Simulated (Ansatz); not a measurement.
TiC, response to strain

The parent structure is TiC in the rock salt structure (space group Fm-3m, No. 225; a = 4.293 Å; relaxed with 0.1 eV smearing). Axes: x, y, z lie along the cube axes.

Strains are applied to the cell and any free atomic positions relax; under biaxial strain the out-of-plane vector relaxes too; under stress the whole cell relaxes.

The values are results of plane-wave PAW DFT at the PBEsol level (Ansatz, an electronic-structure program, 420 eV), spin-orbit coupling left out, not measurements.

Notes on the quantities. energy relative to the base: free energy F.

```csv
variant,space group,energy relative to the base,volume per atom
base,Fm-3m (No. 225),0 meV/atom,9.89 Å³
"biaxial strain +2.90 %, plane normal [111], relaxed out of plane",R-3m (No. 166),+27 meV/atom,10.29 Å³
uniaxial strain ε_zz = −0.52 %,I4/mmm (No. 139),?,9.84 Å³
uniaxial strain ε_zz = +3.59 %,I4/mmm (No. 139),+19 meV/atom,10.25 Å³
"uniaxial stress, 2 GPa tension along x",I4/mmm (No. 139),+0.2 meV/atom,9.92 Å³
```

**Question.** Some entries are withheld; estimate them.

**Answer.** 
- uniaxial strain ε_zz = −0.52 %, energy relative to the base: +0.5 meV/atom

Stability under load was not tested beyond the relaxation. The base started in Pnma and relaxed to Fm-3m at this level. All final runs are without spin polarisation.
